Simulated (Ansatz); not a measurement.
A dielectric-response calculation of Bi2Te3 (R-3m, 5 atoms in the cell) with Ansatz (a first-principles code).

Method of the run: PBE (plane waves, PAW; Ansatz).

```yaml
crystal:
  lattice:
    - [10.29289, -2.20095, 0.00000]
    - [10.29289, 2.20095, 0.00000]
    - [9.82226, 0.00000, 3.78299]
  atoms:
    - { symbol: Bi, position: [0.40000, 0.40000, 0.40000] }
    - { symbol: Bi, position: [0.60000, 0.60000, 0.60000] }
    - { symbol: Te, position: [0.00000, 0.00000, 0.00000] }
    - { symbol: Te, position: [0.21000, 0.21000, 0.21000] }
    - { symbol: Te, position: [0.79000, 0.79000, 0.79000] }
```

Reference input (self-consistent single point, DFT, PBE, plane waves, default PAW files): basis.ecutwfc = 30.9 Ry; kpoints.mp_grid.grid = 5 5 5; hamiltonian.xc = pbe; hamiltonian.pseudopotentials = {kind: paw} (the program's default PAW files); scf.occupations.method = fermi_dirac; scf.occupations.width = 0.0007 Ry. This run's input differs from it in these lines:

Ansatz 0.2 input:
```diff
@@ -13,3 +13,3 @@
 basis:
-  ecutwfc: 30.9 Ry
+  ecutwfc: 40.1 Ry
 kpoints:
@@ -20,7 +20,4 @@
 scf:
-  occupations: { method: fermi_dirac, width: 0.0007 Ry }
-output:
-  forces: true
-  eigenvalues: true
-  stress: true
+  occupations: { method: fixed }
+dielectric: {}
```

Output, abridged:

```
SCF iter   1: F=—  HF=-45734.140491 eV  |F-HF|=—  |Δ(HF+E_count)|=         —  Δρ=1.06e-3  dr2=3.05e-3  ethr=1.77e-3  ⟨swp⟩=5.0  Hψ=6094  notcnv=0  defer=222
all-band conjugate gradients solve this SCF's bands
preconditioner: auto → Resta (q_TF=auto, 2.393 Å⁻¹)
SCF iter   2: F=—  HF=-45734.137012 eV  |F-HF|=—  |Δ(HF+E_count)|=   3.48e-3  Δρ=5.77e-4  dr2=5.52e-4  ethr=3.91e-6  ⟨swp⟩=3.0  Hψ=3913  notcnv=0  defer=231
   [... lines left out ...]
SCF iter   7: F=—  HF=-45734.137213 eV  |F-HF|=—  |Δ(HF+E_count)|=   9.68e-8  Δρ=3.96e-6  dr2=5.05e-8  ethr=7.24e-10  ⟨swp⟩=2.0  Hψ=2102  notcnv=0  defer=114
SCF iter   8: F=—  HF=-45734.137213 eV  |F-HF|=—  |Δ(HF+E_count)|=   1.59e-8  Δρ=1.62e-6  dr2=5.61e-9  ethr=6.48e-11  ⟨swp⟩=2.0  Hψ=2305  notcnv=0  defer=114
SCF iter   9: F=—  HF=-45734.137213 eV  |F-HF|=—  |Δ(HF+E_count)|=   2.66e-9  Δρ=5.16e-7  dr2=5.10e-10  ethr=7.19e-12  ⟨swp⟩=2.0  Hψ=2695  notcnv=0  defer=114
SCF iter  10: F=-45734.137213 eV  HF=-45734.137213 eV  |F-HF|=0.00e0  |Δ(HF+E_count)|=  2.18e-11  Δρ=6.06e-8  dr2=6.39e-12  ethr=1.00e-12  ⟨swp⟩=11.6  Hψ=8544  notcnv=0
SCF 1 converged in 10 iterations: F = -45734.137213 eV  dr2 = 6.39e-12
DFPT response loops at Γ: preconditioner auto → Resta (q_TF=auto, 2.393 Å⁻¹)  ε∞=14.1 (no band partly filled) …
── the response to a field inside a basis, on 12×12×12 k-points: an SCF that follows is theirs, and a resumed run solves both again ──
── the response to a field inside a basis, on 10×10×10 k-points: an SCF that follows is theirs, and a resumed run solves both again ──
Crystal: 5 atoms, lattice volume = 171.401 Å³
Bands: 40, of which v1, the nominal top of the filled ones, is band 39 counted from 1 (38 counted from 0)
k-points: 110
Initial density: handed on by an earlier stage of this run
   [... lines left out ...]
WARN: field response: inside a basis, on 10×10×10 points, memory doesn't hold the 12×12×12 that were asked …
Free energy (F): -45734.137213 eV
Fermi energy:    9.110796 eV
   [... lines left out ...]
    site 4:
        -1.32932    0.00000    0.39470
        -0.00000   -4.50196    0.00000
         0.39470    0.00000   -4.45286
  Z* charge neutrality: 1.382e-2 e pre-enforcement
  solved inside a basis spanned on kpoints, on 10×10×10 k-points transformed towards the longest dipole, which do not settle them …
```

The run converged in 15 iterations. 

Summary of the result:
- Free energy E − TS (on the zero of these files): -45734.1372 eV
- Top of the valence band (on the code's own zero): 9.11 eV
- Gap on the k-point mesh: 0.30 eV
- ε∞ at this k-point mesh, which may be far from converged in small-gap cells (xx, yy, zz): 31.7, 39.9, 39.8
- Born charges at this mesh (mean of the diagonal, e): Bi 6.57, Bi 6.57, Te -6.28, Te -3.43, Te -3.43

The starting cell has typed, rounded lattice constants, without a prior relaxation at this level. Its lattice was rescaled by up to half a per cent. Spin-orbit coupling is off.

Cost on one core of a shared machine: roughly 10 min.
